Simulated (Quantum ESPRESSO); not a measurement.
Worked example: self-consistent single point of Au (Fm-3m, 1 atom in the cell) in Quantum ESPRESSO.

Method: PBEsol, GBRV 1.5 ultrasoft (PBESOL) pseudopotentials (plane waves; Quantum ESPRESSO).

```
CELL_PARAMETERS angstrom
      0.00000     2.09211     2.09211
      2.09211     0.00000     2.09211
      2.09211     2.09211     0.00000
ATOMIC_POSITIONS crystal
  Au 0.00000 0.00000 0.00000
```

Reference input (self-consistent single point, DFT, PBE, plane waves, GBRV 1.5 ultrasoft (PBE) pseudopotentials): ecutwfc = 40 Ry; ecutrho = 320 Ry; occupations = smearing; smearing = fd; degauss = 0.0073499 Ry; potentials = {Au: au_pbe_v1.uspp.F.UPF}; K_POINTS = automatic 18 18 18 0 0 0; conv_thr = 1e-11 Ry; mixing_beta = 0.7. This run's input differs from it in these lines:

```diff
@@ -23,3 +23,3 @@
 ATOMIC_SPECIES
-Au   196.9666  au_pbe_v1.uspp.F.UPF
+Au   196.9666  au_pbesol_v1.uspp.F.UPF
 ATOMIC_POSITIONS alat
```

Output, abridged:

```
     Self-consistent Calculation

     iteration #  1     ecut=    40.00 Ry     beta= 0.70

     Threshold (ethr) on eigenvalues was too large:
     Diagonalizing with lowered threshold

     total energy              =    -114.71655343 Ry
     estimated scf accuracy    <       0.07538856 Ry

     iteration #  2     ecut=    40.00 Ry     beta= 0.70

     total energy              =    -114.73837788 Ry
     estimated scf accuracy    <       0.04230635 Ry

     iteration #  3     ecut=    40.00 Ry     beta= 0.70

     total energy              =    -114.74687556 Ry
     estimated scf accuracy    <       0.00006482 Ry

   [... 4 blocks of this kind left out ...]

     iteration #  8     ecut=    40.00 Ry     beta= 0.70

     total energy              =    -114.74703607 Ry
     estimated scf accuracy    <          4.7E-10 Ry

     iteration #  9     ecut=    40.00 Ry     beta= 0.70
     End of self-consistent calculation

     Number of k-points >= 100: set verbosity='high' to print the bands.

     the Fermi energy is    13.8044 ev

!    total energy              =    -114.74703607 Ry
     estimated scf accuracy    <          5.6E-12 Ry
     smearing contrib. (-TS)   =      -0.00067155 Ry
     internal energy E=F+TS    =    -114.74636452 Ry

     convergence has been achieved in   9 iterations

     Forces acting on atoms (cartesian axes, Ry/au):

     atom    1 type  1   force =     0.00000000    0.00000000    0.00000000

     Total force =     0.000000     Total SCF correction =     0.000000

          total   stress  (Ry/bohr**3)                   (kbar)     P=     -107.04
  -0.00072761   0.00000000   0.00000000         -107.04        0.00        0.00
   0.00000000  -0.00072761   0.00000000            0.00     -107.04        0.00
   0.00000000   0.00000000  -0.00072761            0.00        0.00     -107.04

   JOB DONE.
```

The run converged in 9 iterations. Against the reference run the pressure goes from -2.84 to -10.70 GPa.

The starting cell comes from a database of computed structures (which also holds hypothetical and non-ambient phases and stackings), without a prior relaxation at this level. Its lattice was rescaled by a random factor within 2.5 % of one. With a pressure of about -11 GPa the cell is away from its equilibrium volume at this level.
